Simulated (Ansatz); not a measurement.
# CdSe: pressure −1 GPa

The parent structure is CdSe in the wurtzite structure (space group P6_3mc, No. 186; a = 4.248 Å, c = 6.941 Å).

One thing is altered: hydrostatic tension (pressure −1 GPa).

Computed with LDA (Ansatz, an electronic-structure program; PAW; 420 eV plane waves; no SOC). Γ-centred 9×9×5 mesh, Fermi–Dirac width 0.05 eV.

```tsv
quantity	base	changed	shift
volume per atom	27.11 Å³	27.61 Å³	+0.50 Å³
density	5.86 g/cm³	5.75 g/cm³	-0.11 g/cm³
lattice parameter a	4.248 Å	4.274 Å	+0.026 Å
c/a ratio	1.634	1.634	0.000
shortest interatomic distance	2.600 Å	2.616 Å	+0.016 Å
band gap	0.46 eV	0.42 eV	-0.04 eV
gap character	direct at Γ	direct at Γ	–
mean gap deformation potential ΔEg/Δln V	–	-2.1 eV	–
width of the top valence band	1.88 eV	1.82 eV	-0.06 eV
electron mass	0.047 mₑ (at Γ)	0.044 mₑ (at Γ)	–
valence-band top at Γ (three highest levels, from the VBM)	0.00, 0.00, -0.07 eV	0.00, 0.00, -0.06 eV	–
```

Final structure:

```yaml
crystal:
  lattice:
    - [4.27387, 0.00000, 0.00000]
    - [-2.13694, 3.70128, 0.00000]
    - [0.00000, 0.00000, 6.98243]
  atoms:
    - { symbol: Cd, position: [0.33333, 0.66667, 0.00027] }
    - { symbol: Cd, position: [0.66667, 0.33333, 0.50027] }
    - { symbol: Se, position: [0.33333, 0.66667, 0.37573] }
    - { symbol: Se, position: [0.66667, 0.33333, 0.87573] }
```

Cost of the whole job for the changed cell (relaxation, final SCF and bands): roughly 50 core-seconds.

Load acts through the strain it causes; cell and atoms are relaxed under it. Masses are band curvatures over ±0.01 Å⁻¹ around the edge. No phonon test of stability was made.
